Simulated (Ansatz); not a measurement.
SrTiO3: pressure series

The parent structure is SrTiO$_{3}$ in the cubic perovskite structure (space group Pm-3m, No. 221; a = 3.9070 Å).

Cell and atoms are relaxed at each pressure.

Level of theory: r2SCAN, PAW, 500 eV (Ansatz, an electronic-structure program; scalar-relativistic without spin-orbit coupling).

```
pressure (GPa)  volume per atom (Å³/atom)
--------------  -------------------------
-2                                 12.057
-1                                 11.991
0                                  11.928
0.3                                11.910
0.7                                11.884
1.5                                11.835
3                                  11.746
5                                       ?
10                                 11.373
```

### Question
Fit the third-order Birch–Murnaghan form P(V) = (3B₀/2)[(V₀/V)^(7/3) − (V₀/V)^(5/3)]·[1 + (3/4)(B₀′ − 4)((V₀/V)^(2/3) − 1)] (squares taken in P) to the rows shown and predict the withheld row.

### Answer
Least squares on the printed values gives V₀ = 11.928 Å³/atom, B₀ = 190 GPa, B₀′ = 4.3; this predicts 11.633 Å³/atom, and the run gives 11.632 Å³/atom, in agreement.

Measured bulk modulus of SrTiO3: 172.1 GPa (room temperature; as listed in Mael Guennou et al., Physical Review B (2010)); the computed value is for a static lattice, so the two differ by thermal effects too.

Load acts through the strain it causes; cell and atoms are relaxed under it. No phonon test of stability was made. Competing high-pressure phases were not computed. The final runs are not spin-polarised. Many cubic perovskites are stable only at high temperature; tilts and polar distortions were not tested.
